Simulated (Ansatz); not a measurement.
**Ansatz (a quantum-chemistry and plane-wave program) run on VAs2 (Cm, 6 atoms in the cell): self-consistent single point**

Level of theory: PBEsol, default PAW files made with PBE (plane waves; Ansatz).

The input file:

Ansatz 0.2 input:
```yaml
# VAs2
crystal:
  lattice:
    - [4.497450, -1.635019, 0.000000]
    - [4.497450, 1.635019, 0.000000]
    - [-3.713558, 0.000000, 6.443285]
  atoms:
    - { symbol: V, position: [0.848574, 0.848574, 0.813160] }
    - { symbol: V, position: [0.154630, 0.154630, 0.194600] }
    - { symbol: As, position: [0.595910, 0.595910, 0.895470] }
    - { symbol: As, position: [0.404090, 0.404090, 0.104530] }
    - { symbol: As, position: [0.147580, 0.147580, 0.534830] }
    - { symbol: As, position: [0.852420, 0.852420, 0.465170] }
basis:
  ecutwfc: 420.0
kpoints:
  mp_grid:
    grid: [7, 7, 3]
hamiltonian:
  xc: pbesol
  pseudopotentials:
    kind: paw
scf:
  occupations:
    method: fermi_dirac
    width: 0.1
output:
  forces: true
  eigenvalues: true
  stress: true
```

Output, abridged:

```
WARN ansatz: RAYON_NUM_THREADS=1 ignored (pool sized by the plan → 1); use --threads N
Pseudopotentials: kind: paw
Pseudopotential: V, paw, valence charge 13
Pseudopotential: As, paw, valence charge 15
Crystal: 6 atoms, lattice volume = 94.760 Å³
Basis set: ecut = 420 eV, 1851 PW (Γ), exchange–correlation on 64×64×100 points (8 copies of the dense FFT grid, shifted against one another)
Bands: 52, of which v1, the nominal top of the filled ones, is band 43 counted from 1 (42 counted from 0)
Symmetry: 2 space group operations
Space group: Cm (ITA 8), of the structure as read, at distance tolerance 4.6e-5 Å
k-points: 44 of 147 (time reversal used)
PAW frozen core: V, regenerated for the run's functional, and the local potential with it
PAW frozen core: As, regenerated for the run's functional, and the local potential with it
Initial density: superposition of atomic densities (neutral atoms: chi_scale 0, normalization atom), corrected by the library's trained network
Initial wavefunctions: pseudopotential atomic-orbital guess
Eigensolver: davidson
Functional: x = pbesol(κ = 0.804, μ = 0.12345679012345678), c = pbesol(β = 0.046)
SCF iter   1: F=—  HF=-25025.469886 eV  |F-HF|=—  |Δ(HF+E_count)|=         —  Δρ=8.87e-3  dr2=5.96e-2  ethr=1.77e-3  ⟨swp⟩=6.0  Hψ=7581  notcnv=0
all-band conjugate gradients solve this SCF's bands
preconditioner: auto → Kerker (q_TF=auto, 2.685 Å⁻¹)
SCF iter   2: F=—  HF=-25025.464038 eV  |F-HF|=—  |Δ(HF+E_count)|=   5.85e-3  Δρ=4.18e-3  dr2=1.30e-2  ethr=6.93e-5  ⟨swp⟩=2.0  Hψ=2901  notcnv=0
SCF iter   3: F=—  HF=-25025.463309 eV  |F-HF|=—  |Δ(HF+E_count)|=   7.29e-4  Δρ=6.40e-4  dr2=3.06e-4  ethr=1.52e-5  ⟨swp⟩=2.0  Hψ=2507  notcnv=0
SCF iter   4: F=—  HF=-25025.463273 eV  |F-HF|=—  |Δ(HF+E_count)|=   3.66e-5  Δρ=2.44e-4  dr2=7.21e-5  ethr=3.56e-7  ⟨swp⟩=2.0  Hψ=3828  notcnv=0
SCF iter   5: F=—  HF=-25025.463265 eV  |F-HF|=—  |Δ(HF+E_count)|=   7.54e-6  Δρ=7.89e-5  dr2=1.16e-5  ethr=8.38e-8  ⟨swp⟩=2.0  Hψ=3830  notcnv=0
SCF iter   6: F=—  HF=-25025.463262 eV  |F-HF|=—  |Δ(HF+E_count)|=   2.77e-6  Δρ=2.04e-5  dr2=5.73e-7  ethr=1.35e-8  ⟨swp⟩=2.0  Hψ=2817  notcnv=0
SCF iter   7: F=-25025.463262 eV  HF=-25025.463262 eV  |F-HF|=2.48e-8  |Δ(HF+E_count)|=   5.71e-8  Δρ=5.79e-6  dr2=4.55e-8  ethr=1.16e-10  ⟨swp⟩=4.3  Hψ=7162  notcnv=0
SCF 1 converged in 7 iterations: F = -25025.463262 eV  dr2 = 4.55e-8
SCF converged after 7 iterations
Free energy (F): -25025.463262 eV
Harris-Foulkes:  -25025.463262 eV  (|F-HF|=2.48e-8)
Internal energy: -25025.417905 eV  (E = F + TS)
E sigma→0 (E₀):  -25025.440584 eV
Entropy (-TS):   -0.045357 eV (-7.559 meV/atom)
Fermi energy:    14.754101 eV
--- Per-component energies (eV) ---
  E_band       = -1017.809698
  E_kinetic    = 1093.012893
  E_local      = -7563.570712  (includes V_loc(G=0)·N_el)
  E_nonlocal   = -2759.233538
  E_hartree    = 4169.911246
  E_xc         = -578.446595
  E_vxc        = -653.073961  (∫ρ·V_xc dr)
  E_paw        = -9347.447822  (= ΣΔE_a)
  E_vpaw       = 525.225082  (= ΣTr[D̂ρ^β])
  E_aug_tail   = 0.000563  (compensation charges beyond the density's cutoff)
  E_ewald      = -10043.809013
  E_core_change = 4.165073  (= ΣΔE_core)
  E_smearing   = -0.045357  (= −TS)
  E_closure    = -0.000000  (closes the sum)
  Σ components = -25025.463262   (vs F -25025.463262, Δ=0.00e0)
--- Forces (eV/Å), atoms counted from 1 ---
  atom   1  V      0.01034422    -0.00000000    -0.73521563
  atom   2  V      0.01616653     0.00000000     0.09370108
  atom   3  As     0.11261960    -0.00000000    -0.03805200
  atom   4  As    -0.18624137     0.00000000     0.32995448
  atom   5  As     0.16979437     0.00000000     0.18762972
  atom   6  As    -0.12265859     0.00000000     0.16200432
  max |Σ_I F_I| component: 2.48e-5 eV/Å
--- Stress (GPa, compression-positive) ---
       -0.723385       0.000000       0.179933
        0.000000      -2.254260      -0.000000
        0.179934      -0.000000      -1.442557
  P = ⅓ Tr σ = -1.4734 GPa (-14.734 kbar)
  The stress holds the Pulay correction. Without it, at fixed plane waves, as pw.x and ABINIT print it: P = -1.5123 GPa
--- Band table (eV; the first three rows and the last of 44) ---
  k-point 0: bands = ["-49.1872", "-49.1660", "-23.2338", "-23.1848", "-23.1836", "-23.1622", "-23.1447", "-23.0485", "-21.0786", "-21.0354", "-21.0070", "-21.0053", "-20.9675", "-20.9434", "-20.9312", "-20.9260", "-20.9150", "-20.8948", "-20.7585", [...]
  k-point 1: bands = ["-49.1871", "-49.1661", "-23.2338", "-23.1843", "-23.1828", "-23.1627", "-23.1458", "-23.0481", "-21.0785", "-21.0354", "-21.0072", "-21.0052", "-20.9675", "-20.9434", "-20.9311", "-20.9260", "-20.9148", "-20.8948", "-20.7587", [...]
  k-point 2: bands = ["-49.1862", "-49.1650", "-23.2329", "-23.1987", "-23.1823", "-23.1760", "-23.1443", "-23.0477", "-21.0799", "-21.0390", "-21.0056", "-21.0024", "-20.9652", "-20.9443", "-20.9319", "-20.9230", "-20.9145", "-20.8944", "-20.7602", [...]
  k-point 43: bands = ["-49.1860", "-49.1651", "-23.2328", "-23.1975", "-23.1836", "-23.1756", "-23.1468", "-23.0481", "-21.0947", "-21.0680", "-21.0005", "-20.9682", "-20.9565", "-20.9510", "-20.9341", "-20.9161", "-20.9100", "-20.8998", [...]
```

The run converged in 7 iterations.

The starting cell comes from a database of computed structures (which also holds hypothetical and non-ambient phases and stackings), without a prior relaxation at this level. Its lattice was rescaled by up to half a per cent. One atom was moved a little off its site on purpose. Spin polarisation is off, so a magnetic state, if there is one, cannot be reached. Ansatz's pressure includes its estimate of the finite-basis (Pulay) stress.
